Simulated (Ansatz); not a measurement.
Start from CdSe in the wurtzite structure (space group P6_3mc, No. 186; a = 4.383 Å, c = 7.154 Å). Axes: x lies along a and z along c of the hexagonal cell.

Structures relaxed with PBE (Ansatz, a program for electronic structure), no spin-orbit coupling.

Base:

Simulated powder pattern, Cu Kα1, λ = 1.54056 Å (kinematic, ideal powder, no thermal factors, no anomalous dispersion; the 10 strongest lines at most, above 2 %, up to 2θ = 90°):

| 2θ (°) | I/Imax (%) | hkl |
|---|---|---|
| 23.42 | 100 | (100) |
| 24.87 | 60 | (002) |
| 26.56 | 75 | (101) |
| 34.42 | 38 | (102) |
| 41.16 | 89 | (110) |
| 44.85 | 88 | (103) |
| 48.69 | 56 | (112) |
| 62.49 | 32 | (203) |
| 70.24 | 23 | (105) |
| 77.60 | 34 | (213) |

One thing is altered: tensile biaxial strain of 3.05 % in the plane normal to [001], as in epitaxy on a mismatched substrate; the out-of-plane cell vector and the atoms relax.

Question: Predict the new powder pattern.

Answer: 
Simulated powder pattern, Cu Kα1, λ = 1.54056 Å (kinematic, ideal powder, no thermal factors, no anomalous dispersion; the 10 strongest lines at most, above 2 %, up to 2θ = 90°):

```tsv
2θ (°)	I/Imax (%)	hkl
22.72	100	(100)
25.52	59	(002)
26.10	63	(101)
34.43	40	(102)
39.89	90	(110)
45.34	72	(103)
47.95	61	(112)
61.95	27	(203)
71.79	22	(105)
76.26	30	(213)
```

The indices refer to the base's conventional cell; one index is shown for lines that coincide.

Whether these cells are dynamically stable was not tested.
